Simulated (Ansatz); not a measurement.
Data:

```xyz
14
Lattice="0.0000 5.5452 5.5452 5.5452 0.0000 5.5452 5.5452 5.5452 0.0000" Properties=species:S:1:pos:R:3 pbc="T T T"
Mg     2.7726     2.7726     2.7726
Mg     0.0000     0.0000     0.0000
Sc     6.9315     4.1589     4.1589
Sc     4.1589     4.1589     6.9315
Sc     4.1589     6.9315     4.1589
Sc     6.9315     6.9315     6.9315
Se     4.2467     6.8436     6.8436
Se     7.0193     7.0193     9.6162
Se     6.8436     4.2467     6.8436
Se     9.6162     9.6162     9.6162
Se     4.2467     4.2467     4.2467
Se     7.0193     9.6162     7.0193
Se     6.8436     6.8436     4.2467
Se     9.6162     7.0193     7.0193
```

The numbers are results of PBEsol, rigid bands (plane waves, PAW, scalar-relativistic; Ansatz, a quantum-chemistry and plane-wave program), not measurements. Cell: cell and atoms relaxed with PBEsol.

Q: Predict the electron conductivity mass (n e² τ/σ) at 300 K, by direction if it differs.

A: 0.49 mₑ.

Q: And the band gap?

A: 1.01 eV at this level; semilocal functionals usually fall short of the measured gap.

Rigid bands, one relaxation time for all states, no polarons. Spin-orbit coupling is left out; where it splits the top of the valence band it changes the hole mass and lowers the gap by about a third of the splitting.

Computed structure with no diffraction record at hand here (it may be known, metastable or hypothetical): MgSc2Se4 (Fd-3m).
